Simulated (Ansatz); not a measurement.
## Sc: response to strain

The reference is Sc in the fcc (Cu type) structure (space group Fm-3m, No. 225; relaxed with 0.1 eV smearing).

```xyz
1
Lattice="0.0000 2.2797 2.2797 2.2797 0.0000 2.2797 2.2797 2.2797 0.0000" Properties=species:S:1:pos:R:3 pbc="T T T"
Sc     0.0000     0.0000     0.0000
```

Cartesian axes are those of the cell as printed.

Strains are applied to the cell and any free atomic positions relax; under biaxial strain the out-of-plane vector relaxes too; under stress the whole cell relaxes.

Method: DFT with PBEsol, PAW potentials and a 420 eV plane-wave cutoff in Ansatz (an electronic-structure program), no spin-orbit coupling.

Notes on the quantities. energy relative to the base: free energy F.

| case | energy relative to the base | volume per atom |
|---|---|---|
| base | 0 meV/atom | 23.70 Å³ |
| biaxial strain +2.45 %, plane normal [001], relaxed out of plane | +5.0 meV/atom | 24.10 Å³ |
| biaxial strain −0.49 %, plane normal [110], relaxed out of plane | +0.4 meV/atom | 23.55 Å³ |
| biaxial strain +0.87 %, plane normal [110], relaxed out of plane | +1.1 meV/atom | 23.97 Å³ |
| uniaxial strain ε_xx = +1.56 % | +1.3 meV/atom | 24.07 Å³ |
| uniaxial strain ε_yy = −0.72 % | +0.3 meV/atom | 23.53 Å³ |
| uniaxial stress, 5 GPa tension along z | +38 meV/atom | 24.45 Å³ |

A biaxial case was relaxed in a doubled cell and then solved in the primitive one. Beyond what the load breaks, stability against distortions was not tested. The final runs are not spin-polarised. This is not the structure that Sc has at room temperature and ambient pressure.
